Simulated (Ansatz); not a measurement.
## Response to strain in AlN

The parent structure is AlN in the zinc blende structure (space group F-43m, No. 216; a = 4.3423 Å). Axes: x, y, z lie along the cube axes.

Strains are applied to the cell and any free atomic positions relax; under biaxial strain the out-of-plane vector relaxes too.

Computed with DFT with LDA, PAW potentials and a 420 eV plane-wave cutoff in Ansatz (a program for electronic structure), spin-orbit coupling left out.

Notes on the quantities. energy relative to the base: free energy F.

```csv
case,volume per atom,energy relative to the base,smallest direct gap,band gap
base,10.23 Å³,0 meV/atom,4.39 eV,3.25 eV
"biaxial strain −2.50 %, plane normal [111], relaxed out of plane",9.82 Å³,+22 meV/atom,4.60 eV,3.13 eV
"biaxial strain −2.08 %, plane normal [111], relaxed out of plane",9.89 Å³,+15 meV/atom,4.57 eV,3.16 eV
"biaxial strain −1.25 %, plane normal [111], relaxed out of plane",10.03 Å³,+5.3 meV/atom,4.51 eV,3.20 eV
"biaxial strain −0.83 %, plane normal [111], relaxed out of plane",10.10 Å³,+2.3 meV/atom,4.47 eV,3.22 eV
"biaxial strain +0.42 %, plane normal [111], relaxed out of plane",10.30 Å³,+0.6 meV/atom,4.29 eV,3.22 eV
"biaxial strain +0.83 %, plane normal [111], relaxed out of plane",10.37 Å³,+2.2 meV/atom,4.20 eV,3.18 eV
"biaxial strain +1.67 %, plane normal [111], relaxed out of plane",10.51 Å³,+8.8 meV/atom,4.01 eV,3.11 eV
"biaxial strain +2.08 %, plane normal [111], relaxed out of plane",10.58 Å³,+14 meV/atom,3.92 eV,3.07 eV
"biaxial strain +2.50 %, plane normal [111], relaxed out of plane",10.66 Å³,+19 meV/atom,3.82 eV,3.04 eV
```

Stability against distortions was not tested. This is not the structure that AlN has at room temperature and ambient pressure.
